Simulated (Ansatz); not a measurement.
Base system: TiO$_{2}$ in the rutile structure (space group P4_2/mnm, No. 136).

```xyz
6
Lattice="4.5481 0.0000 0.0000 0.0000 4.5481 0.0000 0.0000 0.0000 2.9171" Properties=species:S:1:pos:R:3 pbc="T T T"
Ti     0.0000     0.0000     0.0000
Ti     2.2740     2.2740     1.4586
O      1.3825     1.3825     0.0000
O      3.6565     0.8916     1.4586
O      0.8916     3.6565     1.4586
O      3.1656     3.1656     0.0000
```

Cartesian axes are those of the cell as printed.

The values are results of Ansatz (a program for electronic structure), LDA, PAW, cutoff 420 eV, no spin-orbit coupling, not measurements.

Before the change:

- Pressure: 0.00 GPa
- Volume per atom: 10.06 Å³

It is then changed as follows: biaxial strain −0.60 %, plane normal [001], relaxed out of plane (Cartesian); in-plane vectors clamped, the third vector and the atoms free.

What does the calculation give for the pressure and volume per atom after the change?

The pressure (mean of the normal stresses, compression positive) goes from zero to 1.64 GPa; the volume per atom decreases by 0.08 Å³ to 9.98 Å³.

Stability against distortions was not tested. All final runs are without spin polarisation.
